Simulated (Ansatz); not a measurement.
**CdSe (model structure, started from the BeO type, P4₂/mnm, No. 136, 8 atoms in the cell): properties by level of theory**

```
level (code)         lattice parameter a (Å)  c axis length (Å)  cohesive energy (eV/atom)
-------------------  -----------------------  -----------------  -------------------------
LDA (Ansatz)                           7.311              4.272                       3.02
PBE (Ansatz)                           7.549              4.394                       2.29
PBE-D3(BJ) (Ansatz)                    7.411              4.373                       2.57
r²SCAN (Ansatz)                        7.448              4.372                       2.52
```

Ansatz's density-functional and Hartree–Fock values are scalar-relativistic unless marked +SOC, with PAW data made under PBE.

Free atoms are spin-polarised, in the lowest state found; at levels without +SOC their spin–orbit coupling is left out.

The computed numbers hold no vibrational or temperature effects.

A model structure was made by putting elements into a prototype or built by hand; it is no filed structure, need not be a known phase, and can be a saddle point held by its symmetry.

Ansatz is a first-principles code.
